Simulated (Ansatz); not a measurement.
L1₂ (Cu3Au-type) YPd₃ was calculated with r²SCAN in Ansatz (plane waves, PAW).

Numerical settings: plane-wave cutoff 500 eV, 14×14×14 k mesh, Fermi–Dirac smearing 0.1 eV, scalar-relativistic PAW data made under PBE.

Computed at the level's own relaxed cell.

Task: Estimate the equilibrium volume per atom and lattice constant a that the calculation returns.

Result: 
- equilibrium volume per atom = 17.17 Å³/atom
- lattice constant a = 4.095 Å

The run finds no gap.

Computed values are for the static lattice.

Ansatz is a first-principles code.
